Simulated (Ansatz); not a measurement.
The starting structures come from a database of crystals and need not be the phases stable at ambient conditions.

 Where the default PAW files enter, the runs use the earlier of Ansatz's two default sets.

Tunnelling through a barrier is set by its complex band structure: the current falls as exp(−2κd) with the smallest κ.

Consider the following.

```xyz
12
Lattice="4.6767 0.0000 0.0000 0.0000 5.7297 0.0000 0.0505 0.0000 4.9362" Properties=species:S:1:pos:R:3 pbc="T T T"
Zn     2.3762     1.8544     3.7021
Zn     2.3510     3.8753     1.2340
W      0.0379     4.6919     3.7021
W      0.0126     1.0378     1.2340
O      1.0196     5.1199     0.3205
O      3.7076     0.6098     4.6157
O      3.6824     5.1199     2.1476
O      1.0448     0.6098     2.7886
O      1.2318     3.5747     2.9486
O      3.4955     2.1550     1.9876
O      3.5207     3.5747     4.4557
O      1.2065     2.1550     0.4805
```

Space group of this cell: P2/c. The cell is taken as given; by r2SCAN its mean pressure is -2.5 GPa.

Transport runs along the normal of the first two printed cell vectors.

No gap correction and no spin-orbit coupling; mid-gap values are interpolated between computed energies.

Q: Give the band gap and the smallest decay constant κ at mid-gap that r2SCAN (Ansatz, a program for electronic structure) yields.

A: Gap 3.25 eV on a 6×6×6 mesh; κ = 0.432 1/Å, at (0.167, 0.500) of the in-plane reciprocal vectors. At the zone centre, at the nearest computed energy, the slowest state has κ = 0.52 1/Å.
